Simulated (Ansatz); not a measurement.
For NbP (I4₁md, No. 109, 4 atoms in the cell; start mp-9339), PBE (plane waves, PAW; Ansatz, a quantum-chemistry and plane-wave program) gives:

```
Item                   Result
-------------------  --------
lattice constant a    3.347 Å
lattice parameter c  11.428 Å
```

Task: What does PBE-D3(BJ) in Ansatz (PAW) give for the same quantities?

Result: 
- lattice constant a: 3.316 Å (drops by 0.9 %)
- lattice parameter c: 11.252 Å (shrinks by 1.5 %)

Changes are worked out from the printed values.

Unless a cell is named, each level is at its own relaxed cell (PBE 16.00, PBE-D3(BJ) 15.46 Å³/atom).

Caveats: the relaxation could not lower the start's symmetry, so the cell can be a saddle point above a distorted one (PBE, PBE-D3(BJ)). Ansatz's density-functional and Hartree–Fock values are scalar-relativistic unless marked +SOC, with PAW data made under PBE.

A start named mp-… is a Materials Project structure, which need not be a measured phase.
